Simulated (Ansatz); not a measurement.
We consider Ta2O5 (model structure, C2/c, No. 15, 14 atoms in the cell), described by r²SCAN (Ansatz, a quantum-chemistry and plane-wave program, PAW).

Run with plane-wave cutoff 560 eV, 8×8×6 k mesh (along the axes of the cell as run), Fermi–Dirac smearing 0.01 eV, scalar-relativistic PAW data made under PBE.

Cell (relaxed with PBEsol):

```xyz
14
Lattice="6.4087 -2.4343 0.0870 6.4087 2.4343 0.0870 -1.3802 0.0000 5.3499" Properties=species:S:1:pos:R:3 pbc="T T T"
Ta     7.1510    -1.2397     4.2180
Ta     3.5961    -1.2397     3.9809
Ta     4.2862     1.2397     1.3060
Ta     7.8411     1.2397     1.5430
O      4.2679     0.2570     2.8626
O      6.4792     0.2570     5.3363
O      7.1693    -0.2570     2.6613
O      4.9580    -0.2570     0.1876
O      8.9843    -0.3449     4.8033
O      1.7627    -0.3449     3.3956
O      2.4529     0.3449     0.7207
O      9.6744     0.3449     2.1283
O      5.3735    -1.9326     4.0994
O      6.0637     1.9326     1.4245
```

Q: Estimate the band gap, smallest direct gap on the k points sampled and direct gap at Γ that the calculation returns.

A: 
- band gap: 3.65 eV
- smallest direct gap on the k points sampled: 3.85 eV
- direct gap at Γ: 3.95 eV

Note: the relaxation could raise the start's symmetry but not lower it, so the cell can be a saddle point; cell and atoms aren't relaxed at this level (largest force component 0.13 eV/Å, pressure 0.4 GPa).

Spin–orbit coupling is not included.

Static lattice: no zero-point or thermal effects.

The result took roughly 2.2 core-minutes.

A model structure was made by putting elements into a prototype or built by hand; it is no filed structure, need not be a known phase, and can be a saddle point held by its symmetry.
